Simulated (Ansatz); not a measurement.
Worked calculations on one periodic cell of amorphous Zr20O41Be: Zr20O41Be, 62 atoms, volume 788.9 Å³, made by a melt-quench on the CHGNet potential and relaxed with DFT. O atoms were pushed apart under 1.9 Å during the dynamics, to hinder bonds among them. It is a model cell: composition and starting density were chosen by hand, and all elements were melted together. Cycles of charging were run to anneal it. These are PBE, scalar-relativistic without spin-orbit coupling (plane waves to 420 eV, PAW; Ansatz, a quantum-chemistry and plane-wave program) values and carry that method's errors. Sampling: a 2×2×2 Γ-centred mesh; Fermi-Dirac width 0.02 eV; no spin polarisation. Its volume was held where the quench left it, its shape was free, and it stands at a mean pressure of -1.2 GPa with stress components up to 1.3 GPa; the relaxation ran on the zone centre alone. Its density went from a set 5.24 to 5.24 g/cm³. The cell is small and was quenched far faster than a real film, so it is one sample of the glass.

Q: Count formal charges (Zr +4, O -2, Be +2). What does the count lead one to expect at the Fermi level, and what does the calculation give?

A: 20 × (+4) + 41 × (-2) + 1 × (+2) = 0. The charges balance, so the anion-derived valence states can be full and a gap can open. On this mesh the highest filled and lowest empty level lie 3.38 eV apart, the PBE gap of this cell, with a localised state at one edge or both.

Four energies for an added electron at PBE on the zone centre alone (charged cells in a uniform background, spin-polarised): neutral at the neutral geometry -107132.842 eV; charged at the neutral geometry -107120.273 eV; charged and relaxed -107120.508 eV; neutral at the charged geometry -107132.307 eV.

Q: Find the two relaxation energies and their sum, the reorganisation energy.

A: On charging: -107120.273 − (-107120.508) = 0.235 eV. On discharging: -107132.307 − (-107132.842) = 0.535 eV. The sum is 0.770 eV. The carrier's level spreads over 7 of the 62 atoms' worth, so it counts as partly localised, most on one Zr atom with neighbours O 1.95 Å, O 2.12 Å, O 2.13 Å, O 2.14 Å, O 2.20 Å, O 2.37 Å (neutral geometry). The values are uncorrected: the image energy of a point charge in this cell, 2.84 × 14.40 / (2 × 9.2) = 2.2 eV before screening, is screened by electrons alone at the fixed geometry and by ions too after relaxing, and the carrier can be spread before it relaxes, so each term can be off by up to that value times 1/ε∞, some tenths of an eV. PBE's self-interaction favours spread-out carriers, so a hybrid can localise more.

Four energies for a hole at PBE on the zone centre alone (charged cells in a uniform background, spin-polarised): neutral at the neutral geometry -107132.842 eV; charged at the neutral geometry -107141.818 eV; charged and relaxed -107142.053 eV; neutral at the charged geometry -107131.856 eV.

Q: Find the two relaxation energies and their sum, the reorganisation energy.

A: On charging: -107141.818 − (-107142.053) = 0.235 eV. On discharging: -107131.856 − (-107132.842) = 0.986 eV. The sum is 1.221 eV. The carrier's level spreads over 4 of the 62 atoms' worth, so it counts as localised, most on one O atom with neighbours Zr 1.95 Å, Zr 2.14 Å (neutral geometry). The values are uncorrected: the image energy of a point charge in this cell, 2.84 × 14.40 / (2 × 9.2) = 2.2 eV before screening, is screened by electrons alone at the fixed geometry and by ions too after relaxing, and the carrier can be spread before it relaxes, so each term can be off by up to that value times 1/ε∞, some tenths of an eV. PBE's self-interaction favours spread-out carriers, so a hybrid can localise more.
